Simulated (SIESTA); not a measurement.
A self-consistent single point of Sr2MoO4 (I4/mmm, 7 atoms in the cell) with SIESTA.

Method: GGA PBEsol, numerical atomic orbitals TZP, PseudoDojo PBEsol standard norm-conserving potentials (rewritten from UPF to PSML) in SIESTA.

The change in words: lattice scaled by 0.98. Reference geometry:
```yaml
crystal:
  lattice:
    - [-1.94678, 1.94678, 6.48370]
    - [1.94678, -1.94678, 6.48370]
    - [1.94678, 1.94678, -6.48370]
  atoms:
    - { symbol: Sr, position: [0.35106, 0.35106, 0.00000] }
    - { symbol: Sr, position: [0.64894, 0.64894, 0.00000] }
    - { symbol: Mo, position: [0.00000, 0.00000, 0.00000] }
    - { symbol: O, position: [0.50000, 0.00000, 0.50000] }
    - { symbol: O, position: [0.00000, 0.50000, 0.50000] }
    - { symbol: O, position: [0.83682, 0.83682, 0.00000] }
    - { symbol: O, position: [0.16318, 0.16318, 0.00000] }
```

Reference input (self-consistent single point, DFT, GGA PBEsol, numerical atomic orbitals TZP, PseudoDojo PBEsol standard norm-conserving potentials (rewritten from UPF to PSML)): XC.functional = GGA; XC.authors = PBEsol; potentials = PseudoDojo PBEsol standard; PAO.BasisSize = TZP; PAO.EnergyShift = 0.01 Ry; MeshCutoff = 300 Ry; kgrid.MonkhorstPack = 7 7 7; OccupationFunction = MP; OccupationMPOrder = 0; ElectronicTemperature = 580.23 K; MaxSCFIterations = 150; SCF.Mixer.Method = Broyden. This run's input differs from it in these lines:

```diff
@@ -13,5 +13,5 @@
 %block LatticeVectors
-    -3.678881025    3.678881025   12.252426723
-     3.678881025   -3.678881025   12.252426723
-     3.678881025    3.678881025  -12.252426723
+    -3.605302649    3.605302649   12.007378377
+     3.605302649   -3.605302649   12.007378377
+     3.605302649    3.605302649  -12.007378377
 %endblock LatticeVectors
```

Output, abridged:

```
        iscf     Eharris(eV)        E_KS(eV)     FreeEng(eV)     dDmax    Ef(eV) dHmax(eV)
   scf:    1    -5490.975083    -5551.788005    -5551.795333  3.029999 -2.102966 19.663016
   scf:    2    -5578.542644    -5570.059832    -5570.067481  0.640139 -4.207209  2.669843
   scf:    3    -5570.886536    -5570.647538    -5570.654984  0.229393 -4.383807  1.077985
   scf:    4    -5570.741695    -5570.697531    -5570.705093  0.093127 -4.324584  0.579782
   scf:    5    -5570.731276    -5570.717100    -5570.724534  0.100384 -4.297638  0.073654
   [... 6 lines left out ...]
   scf:   12    -5570.717925    -5570.717925    -5570.725447  0.000070 -4.277654  0.000501
   scf:   13    -5570.717925    -5570.717925    -5570.725447  0.000031 -4.277574  0.000211
   scf:   14    -5570.717925    -5570.717925    -5570.725447  0.000017 -4.277533  0.000123
   scf:   15    -5570.717925    -5570.717925    -5570.725447  0.000006 -4.277518  0.000085
SCF Convergence by DM+H criterion
max |DM_out - DM_in|         :     0.0000059880
max |H_out - H_in|      (eV) :     0.0000851925
SCF cycle converged after 15 iterations

Using DM_out to compute the final energy and forces

siesta: E_KS(eV) =            -5570.7179

siesta: E_KS - E_eggbox =     -5570.7179

siesta: Atomic forces (eV/Ang):
     1    0.000462    0.000462    0.618074
     2   -0.000462   -0.000462   -0.618074
     3   -0.000000   -0.000000   -0.000000
     4   -0.000000   -0.000000    0.000000
     5   -0.000000   -0.000000    0.000000
     6   -0.000234   -0.000234   -0.344780
     7    0.000234    0.000234    0.344780
   Tot   -0.000000   -0.000000    0.000000
   Max    0.618074
   Res    0.218412    sqrt( Sum f_i^2 / 3N )
   Max    0.618074    constrained

   [... lines left out ...]
siesta: FreeEng =     -5570.725447
   [... lines left out ...]
siesta:    -0.066652    0.000035    0.000655
siesta:     0.000035   -0.066652    0.000655
siesta:     0.000655    0.000655   -0.083355

siesta: Cell volume =         92.511355 Ang**3

siesta: Pressure (static):
siesta:                Solid            Molecule  Units
siesta:           0.00078657          0.00099422  Ry/Bohr**3
siesta:           0.07221999          0.09128521  eV/Ang**3
siesta:         115.70917456        146.25502365  kBar
```

The run converged in 15 iterations. Against the reference run the free energy goes up by 29.3 meV/atom, the pressure goes from 0.76 to 11.57 GPa and the largest force goes from 0.582 to 0.618 eV/Å.

The starting cell comes from a database of computed structures (which also holds hypothetical and non-ambient phases and stackings), without a prior relaxation at this level. For this run, on top of that: lattice scaled by 0.98. Spin polarisation is off. Values carry the incompleteness of an atom-centred basis. With a pressure of about 12 GPa the cell is away from its equilibrium volume at this level.

Cost on one core of a shared machine: roughly 2 min.
